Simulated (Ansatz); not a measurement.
**A computed series for AlAs: response to strain**

Base system: AlAs in the zinc blende structure (space group F-43m, No. 216; a = 5.674 Å). Axes: x, y, z lie along the cube axes.

Strains are applied to the cell and any free atomic positions relax; under stress the whole cell relaxes.

Level of theory: Ansatz (a first-principles code), PBEsol, PAW, cutoff 420 eV, without spin-orbit coupling, earlier PAW set.

Notes on the quantities. energy relative to the base: free energy F.

| variant | gap character | energy relative to the base | hole mass | smallest direct gap | space group |
|---|---|---|---|---|---|
| base | – | 0 meV/atom | – | 1.91 eV | F-43m (No. 216) |
| uniaxial strain ε_xx = −2.15 % | indirect, Γ → M | +3.6 meV/atom | 0.12 mₑ along x, 0.46 mₑ across (at Γ) | 2.01 eV | I-4m2 (No. 119) |
| uniaxial stress, 2 GPa compression along x | indirect, Γ → M | +4.5 meV/atom | 0.11 mₑ along x, 0.45 mₑ across (at Γ) | 1.85 eV | I-4m2 (No. 119) |
| uniaxial stress, 0.5 GPa compression along z | indirect, Γ → M | +0.3 meV/atom | 0.11 mₑ along z, 0.47 mₑ across (at Γ) | 1.90 eV | I-4m2 (No. 119) |
| tensor shear ε_yz = +2.10 % | indirect, Γ → X | +6.5 meV/atom | – | 1.67 eV | Imm2 (No. 44) |

Effective masses come from finite differences of ±0.01 Å⁻¹. Beyond what the load breaks, stability against distortions was not tested. Labels are those of the standard path for the cell's own space group.
